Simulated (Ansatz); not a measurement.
Consider Ca in the fcc (Cu type) structure (space group Fm-3m, No. 225; a = 5.569 Å; relaxed with 0.1 eV smearing). Axes: x, y, z lie along the cube axes.

Level of theory: r2SCAN (Ansatz, a first-principles code, PAW, spin-orbit coupling left out), earlier PAW set.

Perturbation: compressive biaxial strain of 1.68 % in the plane normal to [110], as in epitaxy on a mismatched substrate; the out-of-plane cell vector and the atoms relax.

Task: How does this affect the ratio −ε⊥/ε∥?

Result: The ratio −ε⊥/ε∥ is 0.50.

Task: What does the calculation give for the energy relative to the base after the change?

Result: The energy goes up by 3.1 meV/atom.

Task: How does this affect the in-plane stress?

Result: The mean in-plane stress (compression positive) amounts to +0.7 GPa.

No phonon test of stability was made.
